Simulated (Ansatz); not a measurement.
We consider CeSiO4 (I4₁/amd, No. 141, 12 atoms in the cell; start mp-10523), described by PBEsol+SOC (plane waves, PAW; Ansatz, an electronic-structure program).

Numerical settings: plane-wave cutoff 520 eV, 6×6×6 k mesh, Fermi–Dirac smearing 0.01 eV, PAW data made under PBE.

Cell (relaxed with PBEsol):

```yaml
crystal:
  lattice:
    - [-3.48991, 3.48991, 3.10744]
    - [3.48991, -3.48991, 3.10744]
    - [3.48991, 3.48991, -3.10744]
  atoms:
    - { symbol: Ce, position: [0.25000, 0.75000, 0.50000] }
    - { symbol: Ce, position: [0.50000, 0.50000, 0.00000] }
    - { symbol: Si, position: [0.75000, 0.25000, 0.50000] }
    - { symbol: Si, position: [0.00000, 0.00000, 0.00000] }
    - { symbol: O, position: [0.58003, 0.90037, 0.32034] }
    - { symbol: O, position: [0.65037, 0.83003, 0.82034] }
    - { symbol: O, position: [0.58003, 0.25968, 0.67966] }
    - { symbol: O, position: [0.00968, 0.83003, 0.17966] }
    - { symbol: O, position: [0.16997, 0.99032, 0.82034] }
    - { symbol: O, position: [0.09963, 0.41997, 0.67966] }
    - { symbol: O, position: [0.16997, 0.34963, 0.17966] }
    - { symbol: O, position: [0.74032, 0.41997, 0.32034] }
```

Task: Estimate the band gap, smallest direct gap on the k points sampled and Γ–Γ gap that the calculation returns.

Result: 
- band gap = 1.54 eV (indirect)
- smallest direct gap on the k points sampled = 1.59 eV
- Γ–Γ gap = 1.60 eV

Note: the 4f shell is treated without U or exact exchange, so its levels and filling can be wrong.

Computed values are for the static lattice.

It cost about 2.5 core-minutes (a rough figure) of CPU time.

A start named mp-… is a Materials Project structure, which need not be a measured phase.
